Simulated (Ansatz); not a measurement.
Take Fe in the hcp (Mg type) structure (space group P6_3/mmc, No. 194; a = 2.430 Å, c = 3.844 Å; not spin-polarised; a cell from a computed database, its experimental status unchecked; relaxed with 0.1 eV smearing) as the base. Axes: x lies along a and z along c of the hexagonal cell.

Level of theory: PBEsol in Ansatz (plane waves to 420 eV, PAW, spin-orbit coupling left out).

Modification: uniaxial strain ε_xx = −5.62 %, all other strain components held at zero, atoms relaxed at fixed cell.

Q: Predict the stress tensor and what it implies for the stiffness.

A: Stress of the strained cell less that of the base (GPa, compression positive):
```
   42.8     0.0     0.0
    0.0    12.9     0.0
    0.0     0.0    10.6
```

Then −Δσ_ii/ε with ε = -0.0562 gives secant stiffness values (nonlinear terms included at this strain): C11 ≈ 762 GPa, C12 ≈ 230 GPa and C13 ≈ 188 GPa.

As a check, the harmonic strain energy −½ V₀ Δσ:ε is 74 meV/atom; the computed energy rise is 68 meV/atom.

Whether these cells are dynamically stable was not tested. The final runs are not spin-polarised. This is not the structure that Fe has at room temperature and ambient pressure.

Ansatz is an electronic-structure program.
